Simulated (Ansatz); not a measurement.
The structure below was relaxed with r2SCAN (Ansatz, a first-principles code), without spin-orbit coupling.

```xyz
2
Lattice="0.0000 2.7649 2.7649 2.7649 0.0000 2.7649 2.7649 2.7649 0.0000" Properties=species:S:1:pos:R:3 pbc="T T T"
Ir     1.3825     1.3825     1.3825
Ga     0.0000     0.0000     0.0000
```

### Question
Find the space group and the Wyckoff positions.

### Answer
Space group F-43m (No. 216); a = b = c = 5.530 Å, α = β = γ = 90.00°

```json
[
 {"atom": "Ir", "site": "4d", "symmetry": "-43m", "x": "0.7500", "y": "0.7500", "z": "0.7500"},
 {"atom": "Ga", "site": "4a", "symmetry": "-43m", "x": "0.0000", "y": "0.0000", "z": "0.0000"}
]
```

### Question
Describe the coordination.

### Answer
The crystal has 8 atoms in its conventional cell. Lattice parameters: a = 5.530 Å, b = 5.530 Å, c = 5.530 Å, α = 90.00°, β = 90.00°, γ = 90.00°. Ir has 4 Ga at 2.395 Å (tetrahedral). Ga is coordinated by 4 Ir at 2.395 Å (tetrahedral). (Neighbours: up to the widest gap in distance over summed covalent radii, below 1.35, at either atom.)

With Ir present, leaving out spin-orbit coupling can change the band edges. Whether these cells are dynamically stable was not tested. The final runs are not spin-polarised. The cell was made from GaAs by this change: As → Ir; the result is a hypothetical phase, not in the database extracts checked.
